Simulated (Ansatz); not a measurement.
**How a calculation on SbP (F-43m, 2 atoms in the cell) responds to its settings**

Space group F-43m (No. 216); a = b = c = 6.0126 Å, α = β = γ = 90.00°

```json
[
 {"atom": "P", "site": "4d", "symmetry": "-43m", "x": "0.7500", "y": "0.7500", "z": "0.7500"},
 {"atom": "Sb", "site": "4a", "symmetry": "-43m", "x": "0.0000", "y": "0.0000", "z": "0.0000"}
]
```
(The calculation used a cell of 2 atoms; values per cell refer to that cell.)

Base run A: Ansatz (a quantum-chemistry and plane-wave program) with revPBE, default PAW files made with PBE, self-consistent single point.

Its settings: basis.ecutwfc = 420 eV; kpoints.mp_grid.grid = 7 7 7; hamiltonian.xc = revpbe; hamiltonian.pseudopotentials = {kind: paw} (the program's default PAW files); scf.occupations.method = methfessel_paxton; scf.occupations.width = 0.1 eV.

The starting cell was generated: these elements placed on a structure prototype, without a prior relaxation; it need not be a known phase or ordering of this composition. In the base run, with a pressure of about 9 GPa the cell is away from its equilibrium volume at this level. Ansatz's pressure includes its estimate of the finite-basis (Pulay) stress. The run gives no clean gap (levels at the Fermi energy touch, overlap or are partly filled at this smearing), which alone does not show that the compound is a metal.

Runs:
- B: hamiltonian.xc: revpbe → lda [LDA (PW92)]
- C: hamiltonian.xc: revpbe → pbe [PBE]
- D: hamiltonian.xc: revpbe → pbesol [PBEsol]
- E: hamiltonian.xc: revpbe → rpbe [RPBE]
- F: hamiltonian.xc: revpbe → blyp [BLYP]
- G: basis.ecutwfc: 420 eV → 500 eV; hamiltonian.xc: revpbe → r2scan [r2SCAN]

| run | pressure (GPa) |
|---|---|
| A | 9.46 |
| B | ___ |
| C | 8.41 |
| D | 5.92 |
| E | 9.86 |
| F | 12.60 |
| G | ___ |

What belongs in the gaps?


- B, pressure (GPa): 4.79
- G, pressure (GPa): 7.63

Keys are those of Ansatz 0.2.
